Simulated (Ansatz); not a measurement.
Take HfSi₂ (space group Cmcm, No. 63; a = 3.683 Å, b = 14.598 Å, c = 3.658 Å) as the base.

All numbers come from PBE (Ansatz, a first-principles code), no spin-orbit coupling.

For the base:

The volume per atom is 16.39 Å³.

Now apply this change: a negative pressure, −1 GPa.

### Question
What does the calculation give for the volume per atom after the change?

### Answer
The volume per atom increases by 0.13 Å³ to 16.52 Å³.

Load acts through the strain it causes; cell and atoms are relaxed under it. No phonon test of stability was made. The final runs are not spin-polarised.
